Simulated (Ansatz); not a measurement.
Hypothetical P4_2/mnm WTe2, response to strain

Start from WTe$_{2}$ (space group P4_2/mnm, No. 136; a = 6.651 Å, c = 3.677 Å; a hypothetical phase, not in the database extracts checked). Axes: x, y, z lie along a, b, c of the conventional cell.

Strains are applied to the cell and any free atomic positions relax; under biaxial strain the out-of-plane vector relaxes too.

All numbers come from PBE in Ansatz (plane waves to 420 eV, PAW, spin-orbit coupling left out), earlier PAW set.

Notes on the quantities. pressure: mean of the normal stresses, compression positive.

```json
[
 {"variant": "base", "pressure": "0.0 GPa", "volume per atom": "27.11 Å³", "space group": "P4_2/mnm (No. 136)"},
 {"variant": "biaxial strain −0.83 %, plane normal [001], relaxed out of plane", "pressure": "0.8 GPa", "volume per atom": "26.97 Å³", "space group": "P4_2/mnm (No. 136)"},
 {"variant": "biaxial strain +1.49 %, plane normal [001], relaxed out of plane", "pressure": "-1.3 GPa", "volume per atom": "27.38 Å³", "space group": "P4_2/mnm (No. 136)"},
 {"variant": "uniaxial strain ε_zz = −0.71 %", "pressure": "0.5 GPa", "volume per atom": "26.92 Å³", "space group": "P4_2/mnm (No. 136)"},
 {"variant": "uniaxial strain ε_zz = +2.68 %", "pressure": "-1.8 GPa", "volume per atom": "27.84 Å³", "space group": "P4_2/mnm (No. 136)"},
 {"variant": "tensor shear ε_yz = +1.95 %", "pressure": "0.1 GPa", "volume per atom": "27.10 Å³", "space group": "P2_1/c (No. 14)"},
 {"variant": "tensor shear ε_xy = +2.64 %", "pressure": "0.5 GPa", "volume per atom": "27.09 Å³", "space group": "Cmmm (No. 65)"}
]
```

Without a gap, meshes like the base's 7×7×13 leave anisotropic stresses uncertain by several tenths of a GPa, and small strain energies with them. No phonon test of stability was made. All final runs are without spin polarisation. WTe2 has a high density of states at the Fermi level and may be magnetic at this level.

Ansatz is a quantum-chemistry and plane-wave program.
